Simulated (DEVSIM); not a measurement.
## Schottky contact on n-type GaAs

Structure: Schottky contact on n-type GaAs, at 400 K.

```
layer (left to right)  material  thickness (μm)  Nd (cm⁻³)  τn (s)  τp (s)
---------------------  --------  --------------  ---------  ------  ------
1                          GaAs            5.20     2.7e16  1.1e-9  1.1e-9
```

Left contact: Schottky, work function 5.14 eV, emission velocity 1.9e6 cm/s. Right contact: ohmic. Voltage is applied to the left contact. Recombination: SRH at mid-gap, radiative. Mobility is constant in doping.

The device is made up for the run: typed textbook-type constants, with dimensions and the other settings drawn at random. Values at 300 K; Nc and Nv go as T^1.5, mobilities as T to minus their exponent, the gap by Varshni's rule with the affinity fixed.

| parameter | GaAs |
|---|---|
| gap (eV) | 1.424 |
| affinity (eV) | 4.07 |
| permittivity | 12.9 |
| Nc (cm⁻³) | 4.7e17 |
| Nv (cm⁻³) | 9e18 |
| μn (cm²/Vs) | 8500 |
| μp (cm²/Vs) | 400 |
| T exponent of μn | 2.1 |
| T exponent of μp | 2.2 |
| B (cm³/s) | 2e-10 |
| Varshni α (eV/K) | 0.000541 |
| Varshni β (K) | 204 |

Model (solved in DEVSIM): 1D drift-diffusion, Boltzmann statistics, complete ionisation; no tunnelling, impact ionisation, image-force lowering or self-heating. Metal contacts follow the ideal Schottky-Mott rule: no Fermi-level pinning, no interface dipoles.

```
Property                                            Value
---------------------------------------------  ----------
Potential step across the device at zero bias     0.957 V
Largest field in the device at zero bias       83000 V/cm
Dark forward voltage at 1 A/cm²                   0.646 V
Dark forward voltage at 100 A/cm²                 0.808 V
```

Dark forward current:

(V (V), J (A/cm²)): (0.05, 1.1e-6); (0.10, 3.4e-6); (0.20, 1.9e-5); (0.25, 4.8e-5); (0.35, 0.00036); (0.40, 0.0012); (0.50, 0.016); (0.55, 0.065); (0.65, 1.1); (0.70, 4.8); (0.80, 81); (0.85, 290); (0.95, 1800); (1.00, 3000)

Dark reverse current:

| V (V) | J (A/cm²) |
|---|---|
| -0.04 | -5.4e-7 |
| -0.10 | -1.1e-6 |
| -0.20 | -1.8e-6 |
| -0.30 | -2.5e-6 |
| -0.40 | -3.1e-6 |
| -0.60 | -4.2e-6 |
| -0.80 | -5.2e-6 |
| -1.00 | -6.1e-6 |
| -1.30 | -7.4e-6 |
| -1.60 | -8.6e-6 |
| -2.00 | -1.0e-5 |
